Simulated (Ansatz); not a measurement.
Results of LDA in Ansatz (plane waves, PAW) for CoSn (P6/mmm, No. 191, 6 atoms in the cell; start mp-20536).

The input as run:

Ansatz 0.2 input:
```yaml
crystal:
  lattice:
    - [5.1361096278, 0.0, 0.0]
    - [-2.5680548139, 4.4480014143, 0.0]
    - [0.0, 0.0, 4.0977359908]
  atoms:
    - { symbol: Co, position: [0.0, 0.5, 0.0] }
    - { symbol: Co, position: [0.5, 0.0, 0.0] }
    - { symbol: Co, position: [0.5, 0.5, 0.0] }
    - { symbol: Sn, position: [0.6666666667, 0.3333333333, 0.5] }
    - { symbol: Sn, position: [0.3333333333, 0.6666666667, 0.5] }
    - { symbol: Sn, position: [0.0, 0.0, 0.0] }
basis:
  ecutwfc: 520
  ecutrho_ratio: 4
  xc_grid: 2
kpoints:
  mp_grid: { grid: [12, 12, 14] }
hamiltonian:
  xc: lda
  dispersion: none
  pseudopotentials: { azcp: { folder: ./paw }, kind: paw }
scf:
  occupations: { method: fermi_dirac, width: 0.05 }
output:
  forces: true
  stress: true
  eigenvalues: true
relax:
  f_tol: 0.004
  escape_saddle: false
  max_steps: 80
  cell: { stress_tol: 0.02, fix: [volume] }
```

From the output:

```
Relaxation: its limit of steps is 80 (relax.max_steps)
Crystal: 6 atoms, lattice volume = 93.615 Å³
Basis set: ecut = 520 eV, 2559 PW (Γ), exchange–correlation on 80×80×64 points (8 copies of the dense FFT grid, shifted against one another)
Bands: 56, of which v1, the nominal top of the filled ones, is band 47 counted from 1 (46 counted from 0)
Symmetry: 24 space group operations
Space group: P6/mmm (ITA 191), of the structure as read, at distance tolerance 4.5e-5 Å
k-points: 152 of 2016
Initial density: superposition of atomic densities (chi_scale 0.1, normalization cell, long waves kept (reshape's long-wave potential 0.00 eV rms))
Functional: x = slater, c = lda
SCF iter   1: F=—  HF=-32835.990325 eV  |F-HF|=—  |Δ(HF+E_count)|=         —  Δρ=2.24e-1  dr2=5.48e1
SCF iter   2: F=—  HF=-32831.534275 eV  |F-HF|=—  |Δ(HF+E_count)|=    4.46e0  Δρ=9.25e-2  dr2=1.56e1
  ...
SCF 1 converged in 11 iterations: F = -32828.226549 eV  dr2 = 6.72e-8
Crystal: 6 atoms, lattice volume = 93.615 Å³
Initial density: handed on by an earlier stage of this run
SCF iter   5: F=—  HF=-32828.226549 eV  |F-HF|=—  |Δ(HF+E_count)|=  3.64e-11  Δρ=2.38e-7  dr2=4.28e-11
SCF iter   6: F=-32828.226549 eV  HF=-32828.226549 eV  |F-HF|=0.00e0  |Δ(HF+E_count)|=  7.28e-12  Δρ=1.12e-7  dr2=8.71e-12
SCF 2 converged in 6 iterations: F = -32828.226549 eV  dr2 = 8.71e-12
SCF converged after 6 iterations
Free energy (F): -32828.226549 eV
Internal energy: -32828.200553 eV  (E = F + TS)
E sigma→0 (E₀):  -32828.213551 eV
Fermi energy:    16.068278 eV
--- Forces (eV/Å), atoms counted from 1 ---
  atom   1  Co    -0.00000000    -0.00000000     0.00000000
  atom   2  Co     0.00000000    -0.00000000     0.00000000
  atom   3  Co    -0.00000000     0.00000000     0.00000000
  atom   4  Sn    -0.00000000     0.00000000     0.00000000
  atom   5  Sn    -0.00000000    -0.00000000     0.00000000
  atom   6  Sn     0.00000000     0.00000000     0.00000000
--- Stress (GPa, compression-positive) ---
        3.342702       0.000000      -0.000000
        0.000000       3.342702       0.000000
       -0.000000       0.000000       3.342174
  P = ⅓ Tr σ = 3.3425 GPa (33.425 kbar)
```

The cell is one volume of an energy–volume scan, off the minimum.

The PAW data were made under PBE.

Note: the relaxation could not lower the start's symmetry, so the cell can be a saddle point above a distorted one.

It cost around 2.8 core-minutes (rough) of CPU time.

A start named mp-… is a Materials Project structure, which need not be a measured phase.

Ansatz is a program for electronic structure.
